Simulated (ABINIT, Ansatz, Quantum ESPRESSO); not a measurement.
## HfC (Fm-3m, 2 atoms in the cell) computed with different codes at matched settings

Self-consistent single point.

```
HfC
1.0
    0.00000     2.32000     2.32000
    2.32000     0.00000     2.32000
    2.32000     2.32000     0.00000
Hf C
1 1
Cartesian
  0.00000   0.00000   0.00000
  2.32000   2.32000   2.32000
```

Shared settings, as Ansatz (a first-principles code) writes them: kpoints.mp_grid.grid = 10 10 10; magnetization.spin_orbit = true; scf.occupations.method = fermi_dirac; scf.occupations.width = 0.0073 Ry. Potentials and cutoffs stand in the table.

```csv
code,model,pressure (GPa),cutoff
Ansatz,"PBE with spin-orbit coupling, default PAW files",0.90,30.9 Ry
ABINIT,"PBE, spin-orbit coupling, PAW (JTH v2.0 PBE PAW)",1.22,21 Ha
Quantum ESPRESSO,"PBE, spin-orbit coupling, PseudoDojo fully relativistic norm-conserving (PBE) pseudopotentials",1.74,85 Ry
```

The spread over the programs that give each value: pressure within 0.84 GPa.

Ansatz's pressure is given at a fixed set of plane waves, as the other plane-wave codes print theirs; with its correction for the finite basis it is 1.14 GPa (the shift of 0.24 GPa shows how far the cutoff is from converged).

The starting cell has typed, rounded lattice constants, without a prior relaxation at this level.

Left out of this page: Elk, FLEUR and SIESTA (not drawn, or without a comparable value).

Keys are those of Ansatz 0.2.
